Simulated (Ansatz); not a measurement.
Ansatz (an electronic-structure program), DFT, HSE06, plane waves, its default PAW files: diamond-structure Si, 2 atoms. Basis and mesh were picked for this test and aren't claimed converged.

```
Item                                                     Value
-----------------------------  -------------------------------
cell                           3.84, 3.84, 3.84 Å; 60, 60, 60°
task                                              single point
k mesh                                                   8×8×8
hamiltonian.xc                                           hse06
kind of files                                              paw
scf.occupations.method                                   fixed
output.forces                                             true
memory maximum (--max-ram)                              200GiB
accuracy                                      medium (default)
basis.precision                                 auto (default)
basis.xc_grid                                      2 (default)
scf.eigensolver.kind                            auto (default)
scf.mixing.algorithm                            auto (default)
scf.mixing.preconditioner                       auto (default)
scf.convergence.dr2_threshold                  1e-07 (default)
scf.lower_state_search                         light (default)
k-points after symmetry                                     29
bands at the start                                           8
electrons                                                    8
plane waves at Γ                                           749
cutoff (eV)                                                420
FFT grid                                              27×27×27
symmetry operations                                         48
```

It runs on a single node (AMD EPYC (Zen 5), 96 cores on 1 socket, no SMT, 12 L3 cache groups; 94 cores' worth of CPU time may be used).

Times are wall-clock medians of two to five runs, from launch to exit, with nothing else on the machine. Unless noted, each process is bound to its own block of adjacent cores. The build: release build for x86-64 with AVX-512, one process with threads; another build can shift the numbers. Scratch files lie in a memory file system.

All on 88 threads. Base settings, kept where nothing else is said: scf.exx.energy_threshold = 1e-06 (default), scf.exx.build = auto (default) (scf.exx.warmup_dr2_ratio, scf.exx.ecutfock_ratio not set). The candidates, on 88 cores each, agree within 1.0 meV/atom in energy:
A. scf.exx.energy_threshold = 0.001 eV
B. the base settings
C. scf.exx.build = pair_densities, scf.exx.ecutfock_ratio = 1
D. scf.exx.build = pair_densities, scf.exx.ecutfock_ratio = 2
E. scf.exx.warmup_dr2_ratio = 0.1
F. scf.exx.build = pair_densities

Question: Which of these settings finishes first?

Answer: A and B and E, at 1.3 s, level within 8 % or the scatter of repeats. At the other end F takes 13× as long.

| candidate | wall time | repeats | SCF iterations (all cycles of the run, searches included) |
|---|---|---|---|
| A | 1.3 s | 3 runs within 3 % | 10 |
| B | 1.3 s | 3 runs within 4 % | 10 |
| E | 1.3 s | 3 runs within 4 % | 10 |
| C | 15 s | 2 runs within 1 % | 10 |
| D | 16 s | 2 runs within 1 % | 10 |
| F | 17 s | 2 runs within 3 % | 10 |

In the fastest run the program took: scf.mixing.algorithm MSR1, scf.mixing.preconditioner none, scf.eigensolver.kind davidson, --slots 29, --kpoint-pools 1.

Keys are those of Ansatz 0.2.
